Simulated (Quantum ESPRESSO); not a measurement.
A self-consistent single point of ZnS (P6_3mc, 20 atoms in the cell) with Quantum ESPRESSO.

Method: PBE, PSlibrary ultrasoft (PBE) pseudopotentials (plane waves; Quantum ESPRESSO 7.5).

```yaml
crystal:
  lattice:
    - [3.80732, 0.00000, 0.00000]
    - [-1.90366, 3.29724, 0.00000]
    - [0.00000, 0.00000, 31.14240]
  atoms:
    - { symbol: Zn, position: [0.66667, 0.33333, 0.20000] }
    - { symbol: Zn, position: [0.33333, 0.66667, 0.70000] }
    - { symbol: Zn, position: [0.00000, 0.00000, 0.80000] }
    - { symbol: Zn, position: [0.00000, 0.00000, 0.30000] }
    - { symbol: Zn, position: [0.66667, 0.33333, 0.90000] }
    - { symbol: Zn, position: [0.33333, 0.66667, 0.40000] }
    - { symbol: Zn, position: [0.33333, 0.66667, 0.10010] }
    - { symbol: Zn, position: [0.66667, 0.33333, 0.60010] }
    - { symbol: Zn, position: [0.00000, 0.00000, 0.00010] }
    - { symbol: Zn, position: [0.00000, 0.00000, 0.50010] }
    - { symbol: S, position: [0.66667, 0.33333, 0.27490] }
    - { symbol: S, position: [0.33333, 0.66667, 0.77490] }
    - { symbol: S, position: [0.00000, 0.00000, 0.07500] }
    - { symbol: S, position: [0.00000, 0.00000, 0.57500] }
    - { symbol: S, position: [0.66667, 0.33333, 0.67500] }
    - { symbol: S, position: [0.33333, 0.66667, 0.17500] }
    - { symbol: S, position: [0.00000, 0.00000, 0.87490] }
    - { symbol: S, position: [0.00000, 0.00000, 0.37490] }
    - { symbol: S, position: [0.33333, 0.66667, 0.47510] }
    - { symbol: S, position: [0.66667, 0.33333, 0.97510] }
```

Reference input (self-consistent single point, DFT, PBE, plane waves, PSlibrary ultrasoft (PBE) pseudopotentials): ecutwfc = 50 Ry; ecutrho = 300 Ry; occupations = fixed; potentials = {Zn: Zn.pbe-dn-rrkjus_psl.1.0.0.UPF, S: S.pbe-n-rrkjus_psl.1.0.0.UPF}; K_POINTS = automatic 5 5 1 0 0 0; nbnd = 94; conv_thr = 1e-10 Ry. This run's input differs from it in these lines:

```diff
@@ -47,3 +47,3 @@
 K_POINTS automatic
-5 5 1  0 0 0
+7 7 1  0 0 0
```

Log, with long lists cut:

```
     Self-consistent Calculation

     iteration #  1     ecut=    50.00 Ry     beta= 0.70

     Threshold (ethr) on eigenvalues was too large:
     Diagonalizing with lowered threshold

     total energy              =   -1693.81125495 Ry
     estimated scf accuracy    <       0.57192371 Ry

     iteration #  2     ecut=    50.00 Ry     beta= 0.70

     total energy              =   -1693.95085681 Ry
     estimated scf accuracy    <       0.08667031 Ry

     iteration #  3     ecut=    50.00 Ry     beta= 0.70

     total energy              =   -1693.96666793 Ry
     estimated scf accuracy    <       0.01496279 Ry

   [... 11 blocks of this kind left out ...]

     iteration # 15     ecut=    50.00 Ry     beta= 0.70

     total energy              =   -1693.97132901 Ry
     estimated scf accuracy    <          1.5E-10 Ry

     iteration # 16     ecut=    50.00 Ry     beta= 0.70
     End of self-consistent calculation

     highest occupied, lowest unoccupied level (ev):     5.9420    8.0959

!    total energy              =   -1693.97132901 Ry
     estimated scf accuracy    <          5.6E-12 Ry

     convergence has been achieved in  16 iterations

     Forces acting on atoms (cartesian axes, Ry/au):

     atom    1 type  1   force =     0.00000000    0.00000000    0.00000379
     atom    2 type  1   force =     0.00000000    0.00000000    0.00000379
     atom    3 type  1   force =     0.00000000    0.00000000   -0.00043672
     atom    4 type  1   force =     0.00000000    0.00000000   -0.00043672
     atom    5 type  1   force =     0.00000000   -0.00000000    0.00067663
     atom    6 type  1   force =    -0.00000000    0.00000000    0.00067663
   [... lines left out ...]

     Total force =     0.002013     Total SCF correction =     0.000009

          total   stress  (Ry/bohr**3)                   (kbar)     P=       15.07
   0.00010437   0.00000000   0.00000000           15.35        0.00        0.00
   0.00000000   0.00010437   0.00000000            0.00       15.35        0.00
   0.00000000   0.00000000   0.00009867            0.00        0.00       14.51

   JOB DONE.
```

The run converged in 16 iterations. Against the reference run the free energy drops by 2.6 meV/atom, the pressure hardly changes (1.55 to 1.51 GPa), the largest force moves little (0.021 to 0.017 eV/Å) and the gap on the mesh hardly changes (2.152 to 2.154 eV).

The starting cell comes from a database of computed structures (which also holds hypothetical and non-ambient phases and stackings), without a prior relaxation at this level.

Cost on one core of a shared machine: roughly 9 min.
